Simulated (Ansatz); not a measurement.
## Convergence series on CuI (F-43m, 2 atoms in the cell)

```
CuI
1.0
    0.00000     3.03075     3.03075
    3.03075     0.00000     3.03075
    3.03075     3.03075     0.00000
Cu I
1 1
Cartesian
  0.00000   0.00000   0.00000
  1.51537   1.51537   1.51537
```

Method: PBE, PAW files (plane waves; Ansatz, an electronic-structure program).

The starting cell has typed, rounded lattice constants, without a prior relaxation at this level. Its lattice was rescaled by a random factor within 2.5 % of one. Spin-orbit coupling is off. Ansatz's pressure includes its estimate of the finite-basis (Pulay) stress.

Held fixed: kpoints.mp_grid.grid = 9 9 9; hamiltonian.xc = pbe; hamiltonian.pseudopotentials = {kind: paw} (the program's default PAW files); scf.occupations.method = gaussian; scf.occupations.width = 0.05 eV.

ΔF is the free energy per atom less that of the last row (1e-12 eV).

Ansatz corrects its stress for the error left by an unfinished SCF, so loose thresholds cost less than they might elsewhere.

The series runs over scf.convergence.dr2_threshold = 0.1 eV; 0.01 eV; 0.001 eV; 0.0001 eV; 1e-05 eV; 1e-06 eV; 1e-08 eV; 1e-10 eV; 1e-12 eV.

Q: From which setting on does the energy stay within 5 meV/atom of the last one?

A: From scf.convergence.dr2_threshold = 0.01 eV on; the one before it is off by 6.7 meV/atom.

Q: From which setting on does the pressure stay within 0.2 GPa of the last one?

A: From scf.convergence.dr2_threshold = 0.01 eV on; the one before it is off by 0.28 GPa. The value it settles on is 0.3 GPa at this level of theory and with the other settings as held.

| scf.convergence.dr2_threshold | ΔF (meV/atom) | pressure (GPa) | gap on the mesh (eV) | iterations |
|---|---|---|---|---|
| 0.1 eV | 6.7 | 0.60 | 1.176 | 4 |
| 0.01 eV | 0.05 | 0.29 | 1.114 | 7 |
| 0.001 eV | 0.02 | 0.30 | 1.116 | 7 |
| 0.0001 eV | 0.02 | 0.30 | 1.116 | 7 |
| 1e-05 eV | 0.00 | 0.31 | 1.119 | 8 |
| 1e-06 eV | 0.00 | 0.32 | 1.120 | 9 |
| 1e-08 eV | 0.00 | 0.32 | 1.120 | 10 |
| 1e-10 eV | 0.00 | 0.32 | 1.120 | 12 |
| 1e-12 eV | 0.00 | 0.32 | 1.120 | 13 |

The gap is read on the k-point mesh of the run and can differ from the gap over the whole zone at this level.

Keys are those of Ansatz 0.2.
